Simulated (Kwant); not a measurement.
System: quantum point contact (saddle potential) in a GaAs two-dimensional gas. Effective mass 0.067 mₑ, grid spacing 2 nm, hard walls, nominal width 60 nm (29 grid rows, so walls 60 nm apart), one parabolic valley, scattering region 180 nm long along x; energies count from the band bottom; Fermi energy 0.0737 eV. Potential (V0 + ½k y²) cos²(πx/L) for |x| < L/2, with V0 swept from 0.077385 to 0 eV, k = 0.00076 eV/nm², L = 68 nm.

Constants are typed, rounded textbook-type inputs, not results; the design itself was drawn at random and stands for no fabricated device.

Model: effective-mass tight-binding model on a square grid, one spin, coherent transport at 0 K (Kwant). Conductance is in e²/h.

Problem. Compare with the saddle-point formula G = Σ 1/(1 + exp(−2π(E − V0 − ħωy(n + ½))/ħωx)), taking ħωy = ħ√(k/m) and ħωx from the curvature along x of V0 plus half of the mode's confinement energy.

Solution. ħωy = 29.4 meV; at V0 = 62.8 meV the lowest mode has ħωx = 18.5 meV.

| V0 (meV) | formula | simulation |
|---|---|---|
| 72.9 | 0.012 | 0.012 |
| 62.8 | 0.21 | 0.23 |
| 52.7 | 0.91 | 0.91 |
| 42.6 | 1.01 | 1.01 |
| 32.5 | 1.24 | 1.29 |
| 22.4 | 1.96 | 1.96 |

The formula takes a parabolic saddle in the continuum; the run has the full potential on a grid.
